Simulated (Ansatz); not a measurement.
# CoSn with two functionals, biaxial strain −0.78 %, plane normal [001], relaxed out of plane

Start from CoSn (space group P6/mmm, No. 191; a = 5.294 Å, c = 4.235 Å; non-magnetic). Axes: x lies along a and z along c of the hexagonal cell.

(Cell as relaxed with PBE.)

Levels (all Ansatz, a first-principles code, PAW, earlier PAW set): PBE (420 eV, no SOC); r2SCAN (500 eV, no spin-orbit coupling).

Each level relaxes its own structure.

| base | PBE | r2SCAN |
|---|---|---|
| volume per atom | 17.13 Å³ | 16.60 Å³ |
| lattice parameter a | 5.294 Å | 5.241 Å |
| band gap | zero | zero |

One thing is altered: biaxial strain −0.78 %, plane normal [001], relaxed out of plane (Cartesian); in-plane vectors clamped, the third vector and the atoms free.

```json
[
 {"quantity": "volume per atom", "PBE": "16.93 Å³", "r2SCAN": "16.41 Å³"},
 {"quantity": "pressure (mean of the normal stresses, compression positive)", "PBE": "1.6 GPa", "r2SCAN": "1.8 GPa"}
]
```

PBE's volume per atom lies 0.52 Å³ above r2SCAN's (3.2 %); PBE's pressure lies 0.2 GPa below r2SCAN's. Neither level is exact; r2SCAN is the comparison here, not a measurement.

Whether these cells are dynamically stable was not tested. Starting moments died away, wholly or in part, for the base; another magnetic solution may exist. All final runs are without spin polarisation.
